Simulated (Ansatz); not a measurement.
Pair distribution function (O-Ti) of TiO2 (rutile type), cell Ti32O64, started from the crystal [in the run: it stayed crystalline; mean temperature 1337 K (target 1320 K); density 3.92 g/cm³, volume +8 % from the start crystal's; Γ point only, which a denser mesh shifts by -0.1 GPa in pressure and 0.02 eV/Å in forces], from MD at 1337 K. The numbers are results of PBE (plane waves, PAW; Ansatz, a first-principles code), not measurements. Volume per atom 11.27 Å³, mean pressure 0.0 GPa. 

```csv
r (Å),g(r)
1.14,0.00
1.18,0.00
1.22,0.00
1.26,0.00
1.30,0.00
1.34,0.00
1.38,0.00
1.42,0.00
1.46,0.00
1.50,0.00
1.54,0.00
1.58,0.02
1.62,0.05
1.66,0.32
1.70,0.94
1.74,1.77
1.78,2.90
1.82,3.93
1.86,4.60
1.90,4.80
1.94,4.64
1.98,4.24
2.02,3.87
2.06,3.54
2.10,2.92
2.14,2.41
2.18,2.01
2.22,1.55
2.26,1.32
2.30,1.09
2.34,0.85
2.38,0.60
2.42,0.47
2.46,0.35
2.50,0.29
2.54,0.19
2.58,0.11
2.62,0.08
2.66,0.08
2.70,0.04
2.74,0.04
2.78,0.02
2.82,0.02
2.86,0.03
2.90,0.04
2.94,0.04
2.98,0.06
3.02,0.07
3.06,0.10
3.10,0.15
3.14,0.20
3.18,0.28
3.22,0.34
3.26,0.44
3.30,0.57
3.34,0.69
3.38,0.84
3.42,0.99
3.46,1.17
3.50,1.27
3.54,1.39
3.58,1.48
3.62,1.50
3.66,1.50
3.70,1.44
3.74,1.42
3.78,1.38
3.82,1.29
3.86,1.25
3.90,1.15
3.94,1.12
3.98,1.12
4.02,1.06
4.06,1.11
4.10,1.16
4.14,1.13
4.18,1.11
4.22,1.17
4.26,1.20
4.30,1.23
4.34,1.28
4.38,1.37
4.42,1.45
4.46,1.52
4.50,1.54
4.54,1.65
4.58,1.66
4.62,1.69
4.66,1.71
```

Problem. Read off where the first shell ends and the number of neighbours in it.

Solution. first minimum near 2.8 Å (g down to about 0.02); 3.0 Ti round each O and 6.0 O round each Ti in the shell, from n = 4πρ∫r²g(r)dr.
